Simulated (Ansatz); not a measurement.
SiC under load (space group F-43m), PBE with spin-orbit coupling, rigid bands (Ansatz, a quantum-chemistry and plane-wave program). Condition of this run: hydrostatic pressure of -10 GPa (compression positive) (the target of the relaxation). Band gap 1.40 eV, N_c = 1.48e19 cm⁻³ and N_v = 1.29e20 cm⁻³ at 300 K, conductivity masses of 0.306 mₑ (electrons) and 0.700 mₑ (holes). Take k_BT = 0.02585 eV.

Question: What built-in voltage has an abrupt junction with N_A = 1e17 and N_D = 1e17 cm⁻³, all dopants ionised?

Answer: V_bi = E_g/e − (k_BT/e) ln(N_c N_v/(N_A N_D)) = 1.40 − 0.02585 × 12.16 = 1.09 V, for the computed gap.

Question: What thermal injection velocity √(2k_BT/πm) limits a ballistic channel?

Answer: 9.73e6 cm/s for electrons and 6.43e6 cm/s for holes, a ratio of √(m_h/m_e) = 1.51, for dilute carriers.

Question: Find the intrinsic carrier density and the intrinsic Fermi level.

Answer: n_i = √(N_c N_v) exp(−E_g/2k_BT) = 4.37e19 × exp(−27.08) = 7.6e7 cm⁻³. The level lies (k_BT/2) ln(N_v/N_c) = 28 meV from mid-gap (positive towards the conduction band). Each 0.1 eV added to the gap lowers n_i by a factor of 6.9.

Rigid bands with the computed gap; masses take one relaxation time for all states. Geometry: cell and atoms relaxed with PBEsol.
